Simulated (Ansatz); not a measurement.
Formation energy of the bound charge states of Cr on the Si site (Cr_Si) in 4H silicon carbide (start: the Si(h) site; 96-site cell, 2×2×2 shifted sampling) against the Fermi level, C-rich (Δμ(Si) = -0.41 eV, Δμ(Cr) = -0.100 eV, bounded by Cr23C6 (Fm-3m); only phases computed here count, gases as isolated molecules at 0 K). The numbers are results of PBE, PAW (plane waves to 420 eV; Ansatz, a program for electronic structure), not measurements.

Details: 96-site cell; 2×2×2 shifted k-points; host gap 2.23 eV; charged states image-corrected; no Hubbard U; energies good to tenths of an eV; flagged in the runs: a host whose relaxation on this sampling wasn't shown to rest.

Left out: charge −2 (level within 0.1 eV of a band edge or past it).

```json
[
 {"E_F − E_VBM (eV)": "0.00", "q = +1": "2.07", "q = 0": "2.25", "q = −1": "4.31"},
 {"E_F − E_VBM (eV)": "0.28", "q = +1": "2.34", "q = 0": "2.25", "q = −1": "4.03"},
 {"E_F − E_VBM (eV)": "0.56", "q = +1": "2.62", "q = 0": "2.25", "q = −1": "3.75"},
 {"E_F − E_VBM (eV)": "0.83", "q = +1": "2.90", "q = 0": "2.25", "q = −1": "3.47"},
 {"E_F − E_VBM (eV)": "1.11", "q = +1": "3.18", "q = 0": "2.25", "q = −1": "3.20"},
 {"E_F − E_VBM (eV)": "1.39", "q = +1": "3.46", "q = 0": "2.25", "q = −1": "2.92"},
 {"E_F − E_VBM (eV)": "1.67", "q = +1": "3.74", "q = 0": "2.25", "q = −1": "2.64"},
 {"E_F − E_VBM (eV)": "1.95", "q = +1": "4.01", "q = 0": "2.25", "q = −1": "2.36"},
 {"E_F − E_VBM (eV)": "2.23", "q = +1": "4.29", "q = 0": "2.25", "q = −1": "2.08"}
]
```

Crossings of the lowest lines: (+1/0) at 0.18 eV; (0/−1) at 2.06 eV.
